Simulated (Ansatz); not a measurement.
A self-consistent single point of SrGaGe (P3m1, 3 atoms in the cell) with Ansatz (a program for electronic structure).

Method: PBEsol, harder PAW files (source: ansatz) made with PBE (plane waves; Ansatz).

```
SrGaGe
1.0
    4.25660     0.00000     0.00000
   -2.12830     3.68633     0.00000
    0.00000     0.00000     4.69756
Sr Ga Ge
1 1 1
Direct
  0.00000   0.00000   0.01064
  0.33333   0.66667   0.50000
  0.66667   0.33333   0.50000
```

Reference input (self-consistent single point, DFT, PBEsol, plane waves, default PAW files made with PBE): basis.ecutwfc = 420 eV; kpoints.mp_grid.grid = 9 9 7; hamiltonian.xc = pbesol; hamiltonian.pseudopotentials = {kind: paw} (the program's default PAW files); scf.occupations.method = gaussian; scf.occupations.width = 0.1 eV. This run's input differs from it in these lines:

Ansatz 0.2 input:
```diff
@@ -10,3 +10,3 @@
 basis:
-  ecutwfc: 420.0 eV
+  ecutwfc: 865.0 eV
 kpoints:
@@ -18,2 +18,3 @@
     kind: paw
+    source: ansatz
 scf:
```

Output (repeated stretches shortened):

```
SCF iter   1: F=—  HF=-16127.000684 eV  |F-HF|=—  |Δ(HF+E_count)|=         —  Δρ=5.16e-2  dr2=2.59e0  ethr=3.10e-3  ⟨swp⟩=7.5  Hψ=9210  notcnv=0
all-band conjugate gradients solve this SCF's bands
preconditioner: auto → Kerker (q_TF=auto, 2.513 Å⁻¹)
SCF iter   2: F=—  HF=-16126.336902 eV  |F-HF|=—  |Δ(HF+E_count)|=   6.64e-1  Δρ=2.68e-2  dr2=7.41e-1  ethr=3.10e-3  ⟨swp⟩=3.2  Hψ=4205  notcnv=0  defer=19
   [... lines left out ...]
SCF iter   7: F=—  HF=-16126.023185 eV  |F-HF|=—  |Δ(HF+E_count)|=   6.54e-5  Δρ=3.67e-4  dr2=5.72e-5  ethr=7.54e-7  ⟨swp⟩=2.4  Hψ=3595  notcnv=0  defer=15
SCF iter   8: F=—  HF=-16126.023283 eV  |F-HF|=—  |Δ(HF+E_count)|=   9.80e-5  Δρ=4.01e-5  dr2=2.57e-6  ethr=1.27e-7  ⟨swp⟩=2.5  Hψ=3346  notcnv=0  defer=15
SCF iter   9: F=—  HF=-16126.023283 eV  |F-HF|=—  |Δ(HF+E_count)|=   2.92e-7  Δρ=1.26e-5  dr2=2.44e-7  ethr=5.72e-9  ⟨swp⟩=2.4  Hψ=3314  notcnv=0  defer=15
SCF iter  10: F=-16126.023283 eV  HF=-16126.023283 eV  |F-HF|=2.72e-9  |Δ(HF+E_count)|=   5.22e-8  Δρ=2.60e-6  dr2=9.07e-9  ethr=2.22e-10  ⟨swp⟩=10.6  Hψ=11882  notcnv=0
SCF 1 converged in 10 iterations: F = -16126.023283 eV  dr2 = 9.07e-9
Free energy (F): -16126.023283 eV
Internal energy: -16126.017923 eV  (E = F + TS)
E sigma→0 (E₀):  -16126.020603 eV
Entropy (-TS):   -0.005360 eV (-1.787 meV/atom)
Fermi energy:    10.075137 eV
--- Forces (eV/Å), atoms counted from 1 ---
  atom   1  Sr     0.00000000     0.00000000    -0.17990024
  atom   2  Ga    -0.00000000    -0.00000000     0.08134413
  atom   3  Ge     0.00000000     0.00000000     0.09855342
--- Stress (GPa, compression-positive) ---
       -0.515569      -0.000000       0.000000
       -0.000000      -0.515569      -0.000000
        0.000000      -0.000000      -1.012198
  P = ⅓ Tr σ = -0.6811 GPa (-6.811 kbar)
  The stress holds the Pulay correction. Without it, at fixed plane waves, as pw.x and ABINIT print it: P = -1.0113 GPa
```

The run converged in 10 iterations. Against the reference run the pressure moves little (-0.69 to -0.68 GPa) and the largest force stays at 0.180 eV/Å.

The starting cell comes from a database of computed structures (which also holds hypothetical and non-ambient phases and stackings), without a prior relaxation at this level. Its lattice was rescaled by up to half a per cent. One atom was moved a little off its site on purpose. Ansatz's pressure includes its estimate of the finite-basis (Pulay) stress. The cutoff lies below the one recommended for these files.

Cost on one core of a shared machine: roughly 60 s.
